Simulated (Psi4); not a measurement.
Psi4 1.11, WB97X/def2-svpd: W(O)(NH)(SH)2 ([NH]=[W](=[O])([SH])[SH]), 8 atoms. The geometry is a generated start, not checked to be a minimum at this level.

```yaml
task: energy
method: wb97x
basis: def2-svpd
memory: 3 GB
maxiter: 100
keys_of_the_molecule_block: symmetry c1
scf_type: df (default)
guess: auto, which took SAD (default)
scf_initial_accelerator: adiis (default)
e_convergence: 1e-06 (default)
d_convergence: 1e-06 (default)
dft_radial_points: 75 (default)
dft_spherical_points: 302 (default)
effective_core_potentials: those of the basis set, past Kr
basis_functions: 156
grid_points: 173834
```

```xyz
8

W      0.2967     0.2328     0.0888
O      1.4434     1.1818     0.8652
N      0.5638    -0.3130    -1.5829
H      0.9686    -0.4558    -2.5103
S     -0.0352    -1.7391     1.3740
H     -0.2697    -2.5969     0.3711
S     -1.7041     1.5011     0.1627
H     -1.2635     2.1891     1.2313
```

Charge 0 and multiplicity 1 are set for this test and not shown to be the ground state.

One run each on 2 threads. Values of diis_max_vecs tried: 3, 6, 10 (default), 20.

Question: Which value of diis_max_vecs needs the fewest SCF iterations, and what happens away from it?

Answer: Fewest SCF iterations, within one of each other: 6 with 12, 10 (default) with 11, 20 with 11. The count rises to 17 at 3. All converge to one solution.

```json
[
 {"diis_max_vecs": "3", "SCF iterations": "17", "end": "same solution"},
 {"diis_max_vecs": "6", "SCF iterations": "12", "end": "same solution"},
 {"diis_max_vecs": "10 (default)", "SCF iterations": "11", "end": "same solution"},
 {"diis_max_vecs": "20", "SCF iterations": "11", "end": "same solution"}
]
```
